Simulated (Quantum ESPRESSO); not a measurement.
How a calculation on PbO (P4/nmm, 4 atoms in the cell) responds to its settings

```xyz
4
Lattice="4.0467 0.0000 0.0000 0.0000 4.0467 0.0000 0.0000 0.0000 5.3219" Properties=species:S:1:pos:R:3 pbc="T T T"
Pb     2.0234     0.0000     1.2026
Pb     0.0000     2.0234     4.1193
O      2.0234     2.0234     0.0000
O      0.0000     0.0000     0.0000
```

Base run A: PBE, GBRV 1.5 ultrasoft (PBE) pseudopotentials in Quantum ESPRESSO, self-consistent single point.

Its settings: ecutwfc = 40 Ry; ecutrho = 200 Ry; occupations = smearing; smearing = fd; degauss = 0.0073499 Ry; potentials = {Pb: pb_pbe_v1.uspp.F.UPF, O: o_pbe_v1.2.uspp.F.UPF}; K_POINTS = automatic 6 6 4 1 1 1; conv_thr = 1e-10 Ry.

The starting cell comes from a database of computed structures (which also holds hypothetical and non-ambient phases and stackings), without a prior relaxation at this level. Its lattice was rescaled by a random factor within 2.5 % of one. Spin-orbit coupling is off. The shifted mesh does not hold Γ, so a gap read on it misses any band edge there.

ΔF is the free energy per atom less that of run A. A dash stands where there is no value to compare (another energy zero or no entropy term, no result, no spin, no clean gap, or a mesh too coarse for one). 

Run A gave: pressure (GPa) -0.21; largest force (eV/Å) 0.223; gap on the mesh (eV) 2.043; TS (meV/atom) 0.0.

Runs:
- B: degauss = 0.0018375 Ry
- C: degauss = 0.0147 Ry
- D: degauss = 0.036749 Ry
- E: degauss = 0.058799 Ry

Question: What does run D change against A?

Answer: The free energy drops by 26.7 meV/atom, the pressure goes from -0.21 to 0.30 GPa and the largest force goes from 0.223 to 0.110 eV/Å.

Question: What does run E change against A?

Answer: The free energy falls by 163 meV/atom, the pressure goes from -0.21 to 2.21 GPa and the largest force goes from 0.223 to 0.262 eV/Å.

```
run  ΔF (meV/atom)  pressure (GPa)  largest force (eV/Å)  gap on the mesh (eV)  TS (meV/atom)
---  -------------  --------------  --------------------  --------------------  -------------
A             0.00           -0.21                 0.223                 2.043            0.0
B             0.00           -0.21                 0.223                 2.043            0.0
C            -0.16           -0.20                 0.221                 2.043            1.2
D            -26.7            0.30                 0.110                     –          116.2
E           -162.7            2.21                 0.262                     –          549.4
```
